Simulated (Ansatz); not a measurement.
# GeS (model structure, started from the litharge type, P4/nmm, No. 129, 4 atoms in the cell)

The numbers are results of PBEsol+SOC (Ansatz, an electronic-structure program, plane waves, PAW), not measurements.

Run with plane-wave cutoff 520 eV, 12×12×14 k mesh (along the axes of the cell as run), Fermi–Dirac smearing 0.05 eV, PAW data made under PBE.

Cell (relaxed with PBE-D3(BJ)):

GeS is taken in the tetragonal space group P4/nmm, origin choice 1 (No. 129), Pearson symbol tP4. Conventional cell: a = b = 4.6255 Å, c = 3.9758 Å, α = β = γ = 90.00°. Ge on 2c sees 4 S at 2.556 Å. S on 2a is surrounded by 4 Ge at 2.556 Å. (Neighbours: up to the widest gap in distance over summed covalent radii, below 1.35, at either atom.)

| Quantity | Result |
|---|---|
| band gap | 0.26 eV (on the SCF k mesh) |
| direct gap at Γ | 2.04 eV |

Note: the relaxation could raise the start's symmetry but not lower it, so the cell can be a saddle point; cell and atoms aren't relaxed at this level (pressure -2.1 GPa).

Static lattice: no zero-point or thermal effects.

The result took very roughly 2.7 core-minutes.

A model structure was made by putting elements into a prototype or built by hand; it is no filed structure, need not be a known phase, and can be a saddle point held by its symmetry.
